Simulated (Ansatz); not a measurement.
## Response to strain in Ag

The parent structure is Ag in the fcc (Cu type) structure (space group Fm-3m, No. 225; a = 4.0538 Å; relaxed with 0.1 eV smearing).

Strains are applied to the cell and any free atomic positions relax.

Calculations: Kohn–Sham DFT with the PBEsol functional, run in Ansatz (an electronic-structure program) with PAW and 420 eV plane waves, no spin-orbit coupling.

Notes on the quantities. energy relative to the base: free energy F.

| isotropic strain (%) | energy relative to the base (meV/atom) |
|---|---|
| -3 | 57.8 |
| -2 | 24.5 |
| -1 | 5.8 |
| -0.5 | ? |
| 0 | 0.0 |
| 0.5 | 1.4 |
| 1 | 5.3 |
| 1.5 | 11.7 |
| 2 | 20.3 |

Problem. Fit ΔE = Aε² + Bε³ (ε in %) to the rows shown and predict the withheld row.

Solution. Least squares on the printed values gives A = 5.61 and B = -0.27 meV/atom (largest residual 0.1 meV/atom); this predicts 1.4 meV/atom, and the run gives 1.4 meV/atom, in agreement.

No phonon test of stability was made.
